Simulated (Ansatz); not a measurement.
The parent structure is WSe2 (space group P6_3/mmc, No. 194; a = 3.230 Å, c = 12.411 Å; layered, stacked along the Cartesian z axis).

Computed with Ansatz (a first-principles code) PBEsol-D3(BJ), no SOC.

For the base:

```
Property              Result
-------------------  -------
Lattice parameter a  3.230 Å
Band gap             0.67 eV
Smallest direct gap  1.65 eV
```

Now apply this change: cell and atoms relaxed at a pressure of 0.7 GPa.

**Question.** Predict the new lattice parameter a.

**Answer.** The lattice parameter a shrinks by 0.0069 Å, from 3.230 Å to 3.224 Å.

**Question.** How does this affect the band gap?

**Answer.** The band gap shrinks by 0.03 eV (0.67 eV → 0.64 eV).

**Question.** What happens to the smallest direct gap?

**Answer.** The smallest direct gap drops by 0.05 eV, from 1.65 eV to 1.60 eV.

Spin-orbit coupling, missing from the scalar runs, can matter with W. Load acts through the strain it causes; cell and atoms are relaxed under it. No phonon test of stability was made.
